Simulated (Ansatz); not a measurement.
CsCl-type AuZn (cubic form, which distorts at low temperature), treated with revPBE (plane waves, PAW; Ansatz, a quantum-chemistry and plane-wave program).

Settings: plane-wave cutoff 520 eV, 18×18×18 k mesh, Fermi–Dirac smearing 0.05 eV, scalar-relativistic PAW data made under PBE.

Energies at three volumes about the minimum:

```csv
V (Å³/atom),E − E_lowest (meV/atom)
16.215,2.41
16.546,0.00
16.877,2.00
```

Task: Fit a parabola by hand: where is the minimum, what lattice constant follows, and what is the bulk modulus?

Result: Slopes: (0.00 − 2.41)/(16.546 − 16.215) = -7.281 and (2.00 − 0.00)/(16.877 − 16.546) = 6.042 meV/Å³. Curvature E″ = 2 × (6.042 − (-7.281))/(16.877 − 16.215) = 40.251 meV/Å⁶. From the middle of the first interval, the slope vanishes at V0 = 16.3805 − (-7.281)/40.251 = 16.561 Å³/atom. B = V0 E″ = 16.561 × 40.251 meV/Å³ × 0.1602 GPa per meV/Å³ = 107 GPa. With 2 atoms in the cube, a = (2 × 16.561)^(1/3) = 3.211 Å. The full Birch–Murnaghan fit to all volumes gives V0 = 16.554 Å³/atom and B0 = 106 GPa.

Measured, for comparison: bulk modulus 131 GPa (temperature not stated, not corrected to a static lattice; as tabulated in Nepal et al. (2020), arXiv:2007.11150). Computed (rounded) less measured: bulk modulus -19 %.

Note: symmetry holds this phase in the static calculation, where it need not be a minimum.
